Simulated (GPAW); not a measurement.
# GPAW run on CuI (F-43m, 2 atoms in the cell): self-consistent single point

Level of theory: PBE, GPAW PAW datasets PBE (gpaw-data 1.0.1) (plane waves; GPAW).

This input was run:

```python
from ase import Atoms
from ase.units import GPa
from gpaw import GPAW

atoms = Atoms(['Cu', 'I'],
              cell=[[0.000000, 3.025000, 3.025000],
                    [3.025000, 0.000000, 3.025000],
                    [3.025000, 3.025000, 0.000000]],
              positions=[[0.000000, 0.000000, 0.000000],
                         [1.512500, 1.512500, 1.512500]],
              pbc=True)

calc = GPAW(mode={'name': 'pw', 'ecut': 850},
            xc='PBE',
            kpts=(5, 5, 5),
            occupations={'name': 'fermi-dirac', 'width': 0.01},
            nbands=-6,
            convergence={'forces': 0.001, 'bands': -4},
            symmetry={'symmorphic': False, 'tolerance': 0.0005},
            maxiter=150)

atoms.calc = calc

energy = atoms.get_potential_energy()
print('Energy (eV):', round(energy, 6))
forces = atoms.get_forces()
print('Forces (eV/Ang):')
print(forces.round(5))
stress = atoms.get_stress()
print('Stress (GPa, Voigt):', (stress / GPa).round(4))
```

Log, with long lists cut:

```
Input parameters:
  convergence: {bands: -4,
                forces: 0.001}
  kpts: [5 5 5]
  maxiter: 150
  mode: {ecut: 850,
         name: pw}
  nbands: -6
  occupations: {name: fermi-dirac,
                width: 0.01}
  symmetry: {symmorphic: False,
             tolerance: 0.0005}
  xc: PBE

species:
  Cu:
    name: Copper
    Z: 29.0
    valence: 11
    core: 18
    charge: 0.0
    file: Cu.PBE.gz

    # Using partial waves for Cu as LCAO basis

  I:
    name: Iodine
    Z: 53.0
    valence: 7
    core: 46
    charge: 0.0
    file: I.PBE.gz

    # Using partial waves for I as LCAO basis

Reference energy: -238562.247507  # eV

Spin-paired calculation

Convergence criteria:
 Maximum [total energy] change in last 3 cyles: 0.0005 eV / valence electron
 Maximum integral of absolute [dens]ity change: 0.0001 electrons / valence electron
 Maximum integral of absolute [eigenst]ate change: 4e-08 eV^2 / valence electron
 Maximum change in the atomic [forces] across last 2 cycles: 0.001 eV/Ang OR
Maximum error relative to the maximum force is below inf
 Maximum number of scf [iter]ations: 150

Symmetries present (total): 24
Symmetries with fractional translations: 0
125 k-points: 5 x 5 x 5 Monkhorst-Pack grid
10 k-points in the irreducible part of the Brillouin zone
       k-points in crystal coordinates                weights
   0:     0.00000000    0.00000000    0.00000000          1/125
   1:     0.20000000    0.20000000    0.00000000          6/125
   2:     0.20000000    0.20000000    0.20000000          8/125
   [... 7 lines left out ...]

Wave functions: Plane wave expansion
  Cutoff energy: 850.000 eV
  Number of coefficients (min, max): 3103, 3126
  Pulay-stress correction: 0.000000 eV/Ang^3 (de/decut=0.000000)

Occupation numbers: Fermi-Dirac:
  width: 0.0100  # eV

Eigensolver

Densities:
  Coarse grid: 30*30*30 grid
  Fine grid: 60*60*60 grid
  Total Charge: 0.000000

Density mixing:
  Method: separate
  Backend: pulay
  Linear mixing parameter: 0.05
  old densities: 5
  Damping of long wavelength oscillations: 50

Hamiltonian:
  XC and Coulomb potentials evaluated on a 60*60*60 grid
  External potential:
    NoExternalPotential

XC parameters: PBE with 2 nearest neighbor stencil

Number of atoms: 2
Number of atomic orbitals: 13
Number of bands in calculation: 15
Number of valence electrons: 18
Bands to converge: 11

Density initialized from atomic densities
  13 bands from LCAO basis set
  2 bands from random numbers

Atomic positions and initial magnetic moments

Positions:
   0 Cu     0.000000    0.000000    0.000000    ( 0.0000,  0.0000,  0.0000)
   1 I      1.512500    1.512500    1.512500    ( 0.0000,  0.0000,  0.0000)

Unit cell:
           periodic     x           y           z      points  spacing
  1. axis:    yes    0.000000    3.025000    3.025000    30     0.1164
  2. axis:    yes    3.025000    0.000000    3.025000    30     0.1164
  3. axis:    yes    3.025000    3.025000    0.000000    30     0.1164

  Lengths:   4.277996   4.277996   4.277996
  Angles:   60.000000  60.000000  60.000000

Effective grid spacing dv^(1/3) = 0.1270

     iter     time        total  log10-change:
                         energy   eigst   dens  force
iter:   1 --:--:--    -5.674617   +0.81
iter:   2 --:--:--    -5.607080   -1.13  -1.48
iter:   3 --:--:--    -5.827449   -0.65  -1.51
iter:   4 --:--:--    -5.757980   -2.93  -1.63
iter:   5 --:--:--    -5.621228   -0.69  -1.65
iter:   6 --:--:--    -5.487358   -1.39  -1.86
iter:   7 --:--:--    -5.488958   -3.06  -2.53
iter:   8 --:--:--    -5.485784c  -4.32  -2.46
iter:   9 --:--:--    -5.493860c  -3.50  -2.54
iter:  10 --:--:--    -5.480683   -2.56  -2.35
iter:  11 --:--:--    -5.480893   -3.67  -2.84
iter:  12 --:--:--    -5.488348c  -2.69  -2.78
iter:  13 --:--:--    -5.480918c  -2.97  -2.50
iter:  14 --:--:--    -5.480800c  -4.09  -3.24
iter:  15 --:--:--    -5.480824c  -5.37  -3.78
iter:  16 --:--:--    -5.480808c  -4.94  -3.63
iter:  17 --:--:--    -5.480808c  -6.57  -3.80
iter:  18 --:--:--    -5.480801c  -5.99  -3.84
iter:  19 --:--:--    -5.480805c  -6.74  -4.02c
iter:  20 --:--:--    -5.480801c  -5.91  -3.92
iter:  21 --:--:--    -5.480802c  -6.94  -4.28c
iter:  22 --:--:--    -5.480801c  -6.97  -4.28c
iter:  23 --:--:--    -5.480801c  -6.72  -4.47c
iter:  24 --:--:--    -5.480801c  -7.95c -4.86c
iter:  25 --:--:--    -5.480801c  -9.95c -5.05c -16.34c

Converged after 25 iterations.

Dipole moment: (-5.296719, -5.296719, -5.296719) |e|*Ang

Energy contributions relative to reference atoms: (reference = -238562.247507)

Kinetic:         +1.237428
Potential:       -1.880300
External:        +0.000000
XC:              -4.873546
Entropy (-ST):   -0.000000
Local:           +0.035616
SIC:             +0.000000
--------------------------
Free energy:     -5.480801
Extrapolated:    -5.480801

Showing only first 2 kpts
 Kpt  Band  Eigenvalues  Occupancy
  0     7      4.54509    2.00000
  0     8      4.54509    2.00000
  0     9      5.70136    0.00000
  0    10      9.42484    0.00000

  1     7      3.89306    2.00000
  1     8      3.89306    2.00000
  1     9      7.51454    0.00000
  1    10      8.20444    0.00000

Fermi level: 5.35042

Gap: 1.156 eV
Transition (v -> c):
  (s=0, k=0, n=8, [0.00, 0.00, 0.00]) -> (s=0, k=0, n=9, [0.00, 0.00, 0.00])
No difference between direct/indirect transitions
Energy (eV): -5.480801

Forces in eV/Ang:
  0 Cu    0.00000    0.00000    0.00000
  1 I     0.00000    0.00000    0.00000

Stress tensor:
    -0.007394     0.000000     0.000000
     0.000000    -0.007394     0.000000
     0.000000     0.000000    -0.007394
Stress (GPa, Voigt): [-1.1847 -1.1847 -1.1847  0.      0.      0.    ]
```

The run converged in 25 iterations. GPAW prints stress with tension positive.

The starting cell has typed, rounded lattice constants, without a prior relaxation at this level. Spin-orbit coupling is off.
